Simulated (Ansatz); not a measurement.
Consider Zr₂C (space group P4/nmm, No. 129; a hypothetical phase, not in the database extracts checked).

```
CELL_PARAMETERS angstrom
      3.60563     0.00000     0.00000
      0.00000     3.60563     0.00000
      0.00000     0.00000     6.90282
ATOMIC_POSITIONS crystal
  Zr 0.00000 0.00000 0.00000
  Zr 0.50000 0.50000 0.00000
  Zr 0.50000 0.00000 0.37003
  Zr 0.00000 0.50000 0.62997
  C  0.50000 0.00000 0.72895
  C  0.00000 0.50000 0.27105
```

Cartesian axes are those of the cell as printed.

Computed with Ansatz (a program for electronic structure), PBE-D3(BJ), PAW, cutoff 420 eV, without spin-orbit coupling.

Before the change:

```
Quantity                        Result
-----------------------------  -------
Pressure                       0.0 GPa
Shortest interatomic distance  2.478 Å
Band gap                          zero
```

Modification: a pure shear with ε_xz = ε_zx = 0.0158, atoms relaxed at fixed cell.

### Question
What happens to the energy relative to the base, pressure, largest internal atomic displacement, shortest interatomic distance and band gap?

### Answer
The energy rises by 4.4 meV/atom; the pressure (mean of the normal stresses, compression positive) hardly moves (0.0 GPa against 0.1 GPa); the largest internal atomic displacement comes out as 0.024 Å; the shortest interatomic distance stays 2.478 Å; the band gap stays zero.

Without a gap, meshes like the base's 13×13×7 leave anisotropic stresses uncertain by several tenths of a GPa, and small strain energies with them. The cells carry an imposed strain or load. No phonon test of stability was made. The final runs are not spin-polarised. The program warned that a D3 coordination switch lies within reach, so dispersion energies are less smooth here.
